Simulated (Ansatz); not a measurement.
## Effect of Cu → Ga on Cu3N

Base system: Cu3N (space group Pm-3m, No. 221; a = 3.827 Å).

One thing is altered: every Cu is replaced by Ga, then cell and atoms are relaxed.

Method: Ansatz (a first-principles code), PBE, PAW, cutoff 420 eV, scalar-relativistic without spin-orbit coupling, earlier PAW set. Settings: 11×11×11 k-points, 0.05 eV Fermi–Dirac smearing, for the changed cell.

The volume per atom grows by 6.95 Å³, from 14.02 Å³ to 20.97 Å³ and the lattice parameter a grows by 0.5501 Å, from 3.827 Å to 4.378 Å. The space group is still Pm-3m (No. 221) and the shortest interatomic distance rises by 0.275 Å, from 1.914 Å to 2.189 Å. The band gap becomes zero (base: 0.23 eV).

Whether these cells are dynamically stable was not tested. As relaxed here, Ga3N is a hypothetical phase, not in the database extracts checked. The final runs are not spin-polarised. The zero or small gap of Cu3N can change with the level of theory.
